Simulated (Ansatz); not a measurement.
## A computed series for Be: response to strain

Consider Be in the hcp (Mg type) structure (space group P6_3/mmc, No. 194; relaxed with 0.1 eV smearing).

```
CELL_PARAMETERS angstrom
      2.25515     0.00000     0.00000
     -1.12758     1.95302     0.00000
      0.00000     0.00000     3.55800
ATOMIC_POSITIONS crystal
  Be 0.66667 0.33333 0.75000
  Be 0.33333 0.66667 0.25000
```

Cartesian axes are those of the cell as printed.

Strains are applied to the cell and any free atomic positions relax.

All numbers come from PBEsol (Ansatz, a program for electronic structure, PAW, without spin-orbit coupling).

Notes on the quantities. energy relative to the base: free energy F; pressure: mean of the normal stresses, compression positive.

| change | energy relative to the base | volume per atom | pressure |
|---|---|---|---|
| base | 0 meV/atom | 7.84 Å³ | 0.0 GPa |
| tensor shear ε_xz = +1.71 % | +4.8 meV/atom | 7.83 Å³ | 0.1 GPa |
| tensor shear ε_xz = +0.86 % | +1.2 meV/atom | 7.83 Å³ | 0.0 GPa |
| tensor shear ε_xz = +1.43 % | +3.4 meV/atom | 7.83 Å³ | 0.1 GPa |
| tensor shear ε_xz = +1.14 % | +2.1 meV/atom | 7.83 Å³ | 0.0 GPa |
| tensor shear ε_xz = +0.57 % | +0.5 meV/atom | 7.84 Å³ | 0.0 GPa |
| tensor shear ε_xz = +0.29 % | +0.1 meV/atom | 7.84 Å³ | 0.0 GPa |
| tensor shear ε_xz = +2.00 % | (withheld) | 7.83 Å³ | 0.1 GPa |

### Question
Complete the table.

### Answer

- tensor shear ε_xz = +2.00 %, energy relative to the base: +6.6 meV/atom

No phonon test of stability was made.
